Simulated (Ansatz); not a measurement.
**Re, response to strain**

Take Re in the hcp (Mg type) structure (space group P6_3/mmc, No. 194; a = 2.776 Å, c = 4.481 Å; relaxed with 0.1 eV smearing) as the base. Axes: x lies along a and z along c of the hexagonal cell.

Strains are applied to the cell and any free atomic positions relax; under biaxial strain the out-of-plane vector relaxes too.

Computed with plane-wave PAW DFT at the PBE level (Ansatz, an electronic-structure program, 420 eV), without spin-orbit coupling.

Notes on the quantities. pressure: mean of the normal stresses, compression positive.

```tsv
variant	out-of-plane strain	pressure	shortest interatomic distance
base	–	0.0 GPa	5.206 bohr
biaxial strain −3.00 %, plane normal [001], relaxed out of plane	+1.96 %	17.5 GPa	5.089 bohr
biaxial strain −2.00 %, plane normal [001], relaxed out of plane	+1.31 %	11.0 GPa	5.142 bohr
biaxial strain −1.50 %, plane normal [001], relaxed out of plane	+0.99 %	8.0 GPa	5.168 bohr
biaxial strain −1.00 %, plane normal [001], relaxed out of plane	+0.66 %	5.1 GPa	5.194 bohr
biaxial strain −0.50 %, plane normal [001], relaxed out of plane	+0.33 %	2.5 GPa	5.209 bohr
biaxial strain +1.00 %, plane normal [001], relaxed out of plane	-0.69 %	-4.5 GPa	5.200 bohr
biaxial strain +2.00 %, plane normal [001], relaxed out of plane	___	___	5.194 bohr
biaxial strain +2.50 %, plane normal [001], relaxed out of plane	-1.75 %	-10.0 GPa	5.191 bohr
biaxial strain +3.00 %, plane normal [001], relaxed out of plane	-2.11 %	-11.6 GPa	5.188 bohr
```

Problem. Fill in the withheld entries from the trend.

Solution. 
- biaxial strain +2.00 %, plane normal [001], relaxed out of plane, out-of-plane strain: -1.39 %
- biaxial strain +2.00 %, plane normal [001], relaxed out of plane, pressure: -8.3 GPa

No phonon test of stability was made. All final runs are without spin polarisation.
